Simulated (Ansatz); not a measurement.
**Pressure series in Ta**

Consider Ta in the bcc (W type) structure (space group Im-3m, No. 229; a = 3.3197 Å).

Cell and atoms are relaxed at each pressure.

Computed with PBE (Ansatz, a first-principles code, PAW, without spin-orbit coupling), earlier PAW set.

| pressure (GPa) | volume per atom (Å³/atom) |
|---|---|
| -2 | 18.484 |
| 0 | 18.293 |
| 1.8 | 18.129 |
| 4.2 | 17.920 |
| 9 | 17.534 |
| 18 | ? |
| 30 | 16.190 |
| 45 | 15.450 |
| 60 | 14.831 |

Task: Fit the third-order Birch–Murnaghan form P(V) = (3B₀/2)[(V₀/V)^(7/3) − (V₀/V)^(5/3)]·[1 + (3/4)(B₀′ − 4)((V₀/V)^(2/3) − 1)] (squares taken in P) to the rows shown and predict the withheld row.

Result: Least squares on the printed values gives V₀ = 18.292 Å³/atom, B₀ = 198 GPa, B₀′ = 3.5; this predicts 16.902 Å³/atom, and the run gives 16.900 Å³/atom, 0.002 lower.

Measured bulk modulus of Ta: 198 GPa (static lattice; corrected from measurement; as listed in H. Levämäki et al., Physical Review B (2014)); the computed value is 0 % below it.

Load acts through the strain it causes; cell and atoms are relaxed under it. Whether these cells are dynamically stable was not tested. Competing high-pressure phases were not computed. All final runs are without spin polarisation.
